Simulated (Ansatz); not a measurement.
## Effort and miss along a sweep of kpoints.mp_grid.grid: Bi₂Te₃ (R-3m, 5 atoms in the cell)

```xyz
5
Lattice="2.2287 1.2868 10.8481 -2.2287 1.2868 10.8481 0.0000 -2.5735 10.8481" Properties=species:S:1:pos:R:3 pbc="T T T"
Bi     0.0000     0.0000    19.6298
Bi     0.0000     0.0000    12.9146
Te     0.0000     0.0000    25.4885
Te     0.0000     0.0000     7.0559
Te     0.0000     0.0000     0.0000
```

Method of the run: HSE06, default PAW files made with PBE (plane waves; Ansatz, a program for electronic structure).

Base settings: basis.ecutwfc = 420 eV; kpoints.mp_grid.grid = 3 3 3; kpoints.mp_grid.shift = 0.5 0.5 0.5; hamiltonian.xc = hse06; hamiltonian.pseudopotentials = {kind: paw} (the program's default PAW files); scf.occupations.method = gaussian; scf.occupations.width = 0.02 eV.

Misses are taken against the tightest run, 4 4 4, which need not be fully converged itself. The energy is the free energy per atom.

Core times come from one kind of shared machine and are given to one figure; runs under 30 s give none.

The starting cell comes from a database of computed structures (which also holds hypothetical and non-ambient phases and stackings), without a prior relaxation at this level. Its lattice was rescaled by a random factor within 2.5 % of one. Ansatz's pressure includes its estimate of the finite-basis (Pulay) stress.

The runs (kpoints.mp_grid.grid): 1 1 1 | 2 2 2 | 3 3 3 | 4 4 4.

Problem. Which is the coarsest setting among those run that, with all tighter ones, holds the energy within 20 meV/atom of the reference, and what does it save?

Solution. 3 3 3, off by 4.0 meV/atom; its saving against the reference is no more than about a factor of 2 in time.

Problem. What does the step from 1 1 1 to 2 2 2 buy?

Solution. It takes the miss in the energy from 3300 to 180 meV/atom, for roughly 2 times the time.

```csv
kpoints.mp_grid.grid,energy less reference (meV/atom),pressure less reference (GPa),largest difference in the force on any atom (eV/Å),core time / reference (rough)
1 1 1,3332.79,21.67,0.562,0.2
2 2 2,178.46,1.46,0.501,0.4
3 3 3,4.04,0.02,0.137,1
4 4 4,0.00,0.00,0.000,1
```

The last two settings still differ by 4.0 meV/atom, so the table cannot show that the reference is converged.

Keys are those of Ansatz 0.2.
